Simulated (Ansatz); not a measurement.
For NbN3 (model structure, started from the ReO3 type, Pm-3m, No. 221, 4 atoms in the cell), PBE (PAW; Ansatz, a quantum-chemistry and plane-wave program) gives:

| Item | Value |
|---|---|
| lattice constant a | 4.080 Å |
| bulk modulus B0 | 136 GPa |

**Question.** What does r²SCAN (plane waves, PAW; Ansatz) give for the same quantities?

**Answer.** 
- lattice constant a: 4.064 Å (decreases by 0.4 %)
- bulk modulus: 146 GPa (goes up by 7.4 %)

Changes are worked out from the printed values.

Unless a cell is named, each level is at its own relaxed cell (PBE 16.97, r²SCAN 16.78 Å³/atom).

Caveats: the bulk modulus is −V dP/dV from two relaxed cells at ±2 % in volume (PBE, r²SCAN). Ansatz's density-functional and Hartree–Fock values are scalar-relativistic unless marked +SOC, with PAW data made under PBE.

A model structure was made by putting elements into a prototype or built by hand; it is no filed structure, need not be a known phase, and can be a saddle point held by its symmetry.
